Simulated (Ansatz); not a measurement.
Band structure of La3Mg (I4/mmm, 4 atoms in the cell).

```yaml
crystal:
  lattice:
    - [-2.52641, 2.52641, 5.22940]
    - [2.52641, -2.52641, 5.22940]
    - [2.52641, 2.52641, -5.22940]
  atoms:
    - { symbol: La, position: [0.50000, 0.50000, 0.00000] }
    - { symbol: La, position: [0.25000, 0.75000, 0.50000] }
    - { symbol: La, position: [0.75000, 0.25000, 0.50000] }
    - { symbol: Mg, position: [0.00000, 0.00000, 0.00000] }
```

Computed with LDA (PW92), PAW files made with PBE (plane waves; Ansatz, a program for electronic structure).

Settings: basis.ecutwfc = 30.9 Ry; kpoints.mp_grid.grid = 6 6 6; hamiltonian.xc = lda; hamiltonian.pseudopotentials = {kind: paw} (the program's default PAW files); scf.occupations.method = gaussian; scf.occupations.width = 0.01 Ry; kpoints.band_path.npoints = 8.

The starting cell comes from a database of computed structures (which also holds hypothetical and non-ambient phases and stackings), without a prior relaxation at this level.

Levels in eV from the Fermi level, bands 18 to 25:
| point | 18 | 19 | 20 | 21 | 22 | 23 | 24 | 25 |
|---|---|---|---|---|---|---|---|---|
| Γ | -1.69 | -1.42 | -0.79 | -0.13 | -0.13 | 0.43 | 0.98 | 0.98 |
| X | -1.05 | -0.82 | -0.43 | -0.10 | 0.16 | 0.85 | 0.86 | 1.09 |
| Y | -1.30 | -0.74 | -0.30 | -0.18 | 0.21 | 0.38 | 0.61 | 1.07 |
| S | -1.38 | -1.11 | -0.77 | -0.32 | -0.27 | 0.32 | 0.58 | 1.13 |
| Z | -1.88 | -1.46 | -0.94 | -0.79 | -0.79 | -0.47 | 0.88 | 0.95 |
| S1 | -1.38 | -1.11 | -0.77 | -0.32 | -0.27 | 0.32 | 0.58 | 1.13 |
| N | -1.65 | -0.74 | -0.66 | -0.44 | 0.37 | 0.52 | 0.88 | 0.96 |
| P | -1.06 | -0.94 | -0.94 | 0.37 | 0.37 | 0.66 | 1.16 | 1.16 |
| Y1 | -1.30 | -0.74 | -0.30 | -0.18 | 0.21 | 0.38 | 0.61 | 1.07 |

Bands cross the Fermi level along this path, so the cell is metallic at this level.

Keys are those of Ansatz 0.2.
